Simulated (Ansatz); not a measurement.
Input and output of a zone-centre phonon calculation for CaGa (Cmcm, 4 atoms in the cell) (Ansatz, a program for electronic structure).

Method: LDA (PW92), default PAW files made with PBE (plane waves; Ansatz).

```yaml
crystal:
  lattice:
    - [2.11838, -5.64932, 0.00000]
    - [2.11838, 5.64932, 0.00000]
    - [0.00000, 0.00000, 4.31520]
  atoms:
    - { symbol: Ca, position: [0.35566, 0.64434, 0.75000] }
    - { symbol: Ca, position: [0.64434, 0.35566, 0.25000] }
    - { symbol: Ga, position: [0.06499, 0.93501, 0.75000] }
    - { symbol: Ga, position: [0.93501, 0.06499, 0.25000] }
```

Reference input (self-consistent single point, DFT, LDA (PW92), plane waves, default PAW files made with PBE): basis.ecutwfc = 420 eV; kpoints.mp_grid.grid = 7 7 7; hamiltonian.xc = lda; hamiltonian.pseudopotentials = {kind: paw} (the program's default PAW files); scf.occupations.method = gaussian; scf.occupations.width = 0.1 eV. This run's input differs from it in these lines:

```diff
@@ -20,6 +20,4 @@
   occupations: { method: gaussian, width: 0.1 eV }
-output:
-  forces: true
-  eigenvalues: true
-  stress: true
+phonons:
+  method: dfpt
```

Log, with long lists cut:

```
SCF iter   1: F=—  HF=-10961.177487 eV  |F-HF|=—  |Δ(HF+E_count)|=         —  Δρ=5.60e-3  dr2=3.34e-2  ethr=1.77e-3  ⟨swp⟩=8.4  Hψ=8911  notcnv=0
all-band conjugate gradients solve this SCF's bands
preconditioner: auto → Kerker (q_TF=auto, 2.384 Å⁻¹)
SCF iter   2: F=—  HF=-10961.172278 eV  |F-HF|=—  |Δ(HF+E_count)|=   5.21e-3  Δρ=2.92e-3  dr2=1.20e-2  ethr=7.27e-5  ⟨swp⟩=1.2  Hψ=2316  notcnv=0  defer=1
   [... lines left out ...]
SCF iter   8: F=—  HF=-10961.169541 eV  |F-HF|=—  |Δ(HF+E_count)|=   7.85e-9  Δρ=2.79e-6  dr2=8.76e-9  ethr=1.38e-10  ⟨swp⟩=2.0  Hψ=3090  notcnv=0  defer=8
SCF iter   9: F=—  HF=-10961.169541 eV  |F-HF|=—  |Δ(HF+E_count)|=   2.03e-9  Δρ=6.40e-7  dr2=6.53e-10  ethr=1.90e-11  ⟨swp⟩=2.0  Hψ=3089  notcnv=0  defer=9
SCF iter  10: F=—  HF=-10961.169541 eV  |F-HF|=—  |Δ(HF+E_count)|=  3.82e-11  Δρ=1.55e-7  dr2=5.31e-11  ethr=1.42e-12  ⟨swp⟩=2.0  Hψ=2712  notcnv=0  defer=9
SCF iter  11: F=-10961.169541 eV  HF=-10961.169541 eV  |F-HF|=0.00e0  |Δ(HF+E_count)|=  7.28e-12  Δρ=4.02e-8  dr2=2.62e-12  ethr=1.00e-12  ⟨swp⟩=7.6  Hψ=8692  notcnv=0
SCF 1 converged in 11 iterations: F = -10961.169541 eV  dr2 = 2.62e-12
DFPT response loops at Γ: preconditioner auto → Kerker (q_TF=auto, 2.384 Å⁻¹) (partly filled bands, converged f_vac=0.000) …
Free energy (F): -10961.169541 eV
Internal energy: -10961.160305 eV  (E = F + TS)
E sigma→0 (E₀):  -10961.164923 eV
Entropy (-TS):   -0.009236 eV (-2.309 meV/atom)
Fermi energy:    7.169890 eV
--- Phonons (Γ-DFPT): 6 representative perturbations + reference, on 64 of 343 k-points (Σ response iterations 20) ---
  k mesh reduced under 4 symmetry operations, with k and −k counted as one. Each operation leaves every solved displacement unchanged or reverses it
  ASR residual: 3.153e-5 → 0.000e0 eV/Å²; symmetrization residual: 4.821e-6 eV/Å²
  ASR residual per site (eV/Å²): 1.82e-5 1.82e-5 3.15e-5 3.15e-5
  Γ frequencies (cm⁻¹): 0.00 0.00 0.00 105.57 132.22 136.39 139.12 141.16 142.54 148.21 179.56 202.45
  non-analytic LO–TO correction: not included (Born effective charges unavailable; polar crystals: no LO–TO splitting at Γ)
```

The run converged in 11 iterations. 

Summary of the result:
Free energy E − TS (on the zero of these files): -10961.1695 eV
Fermi level (on the code's own zero): 7.17 eV
Zone-centre frequencies (cm⁻¹; negative means imaginary): 0, 0, 0, 106, 132, 136, 139, 141, 143, 148, 180, 202

The starting cell comes from a database of computed structures (which also holds hypothetical and non-ambient phases and stackings), without a prior relaxation at this level. Its lattice was rescaled by up to half a per cent.

Cost on one core of a shared machine: roughly 2 min.

Keys are those of Ansatz 0.2.
